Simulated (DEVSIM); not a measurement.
Structure: Pt/SiO2/p-Si capacitor, at 250 K.

| layer (left to right) | material | thickness (nm) | Na (cm⁻³) |
|---|---|---|---|
| 1 | SiO2 | 2.50 | - |
| 2 | Si | 1100 | 2.8e17 |

Metal gate on the left, work function 5.6 eV. Fixed charge at the semiconductor interface 0 cm⁻² (in units of +e); interface traps 2e10 cm⁻² eV⁻¹, uniform in energy, neutral level at 0.5 of the gap above the valence band.

The device is made up for the run: typed textbook-type constants, with dimensions and the other settings drawn at random. Values at 300 K; Nc and Nv go as T^1.5, mobilities as T to minus their exponent, the gap by Varshni's rule with the affinity fixed.

| parameter | SiO2 | Si |
|---|---|---|
| gap (eV) | 9 | 1.124 |
| affinity (eV) | 0.9 | 4.05 |
| permittivity | 3.9 | 11.7 |
| Nc (cm⁻³) | - | 2.86e19 |
| Nv (cm⁻³) | - | 3.1e19 |
| Varshni α (eV/K) | - | 0.000473 |
| Varshni β (K) | - | 636 |

Model (solved in DEVSIM): 1D Poisson equation in equilibrium, Boltzmann statistics, complete ionisation; no quantum confinement or tunnelling. Metal contacts follow the ideal Schottky-Mott rule: no Fermi-level pinning, no interface dipoles.

The SiO2 thickness was swept, all else fixed.

| SiO2 thickness (μm) | minimum of the low-frequency capacitance (μF/cm²) | threshold voltage (band bending 2φF) (V) | capacitance of the dielectric stack (μF/cm²) |
|---|---|---|---|
| 0.001 | 0.167 | 1.54 | 3.45 |
| 0.0014 | 0.163 | 1.57 | 2.47 |
| 0.0017 | 0.159 | 1.60 | 2.03 |
| 0.0021 | 0.157 | 1.63 | 1.64 |
| 0.0025 | 0.157 | 1.67 | 1.38 |
| 0.003 | 0.150 | 1.71 | 1.15 |

From the first row to the last the minimum of the low-frequency capacitance goes from 0.167 to 0.150. From the first row to the last the threshold voltage (band bending 2φF) goes from 1.54 to 1.71.
